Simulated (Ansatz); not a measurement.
## NaI: response to strain

The parent structure is NaI in the rock salt structure (space group Fm-3m, No. 225; a = 6.528 Å).

Strains are applied to the cell and any free atomic positions relax.

The values are results of Kohn–Sham DFT with the PBE functional, run in Ansatz (a program for electronic structure) with PAW and 420 eV plane waves, without spin-orbit coupling, not measurements.

Candidates:
(a) isotropic strain +1.50 %
(b) isotropic strain −1.00 %
(c) isotropic strain +0.50 %
(d) isotropic strain −2.50 %

For the base:

The band gap comes out as 3.58 eV.

### Question
Order them by band gap, highest first.

### Answer
(d) isotropic strain −2.50 % (3.78 eV), (b) isotropic strain −1.00 % (3.66 eV), (c) isotropic strain +0.50 % (3.54 eV), (a) isotropic strain +1.50 % (3.47 eV)

Spin-orbit coupling, missing from the scalar runs, can matter with I. Stability against distortions was not tested.
